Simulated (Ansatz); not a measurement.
Base system: BN (space group P6_422, No. 181; a = 2.5952 Å, c = 5.7967 Å; a hypothetical phase, not in the database extracts checked).

The change: 0.0676 holes added to each cell, a density of 2.0×10^21 cm⁻³, with a uniform compensating background at fixed cell and a 300 K Fermi–Dirac width.

Calculations: DFT with PBEsol, PAW potentials and a 420 eV plane-wave cutoff in Ansatz (an electronic-structure program), scalar-relativistic without spin-orbit coupling.

Base, band edges from the VBM (valence, conduction): K -2.72, 6.27; H -2.56, 6.39; M -2.56, 3.60; L -2.48, 4.80; A -0.80, 5.85; Γ 0.00, 6.70 eV.

**Question.** Give the band edges at the high-symmetry points of the new zone, measured from its valence-band maximum.

**Answer.** 
```tsv
point	valence edge (eV)	conduction edge (eV)
Γ	0.00	6.73
M	-2.54	3.63
K	-2.71	6.30
A	-0.79	5.88
L	-2.46	4.83
H	-2.54	6.41
```

The gap is 3.63 eV, indirect, Γ → M.

Charged cell with a jellium background: band edges are those of the host's band count, energies are not comparable with the neutral cell, and many-body gap narrowing is missing. Whether these cells are dynamically stable was not tested.
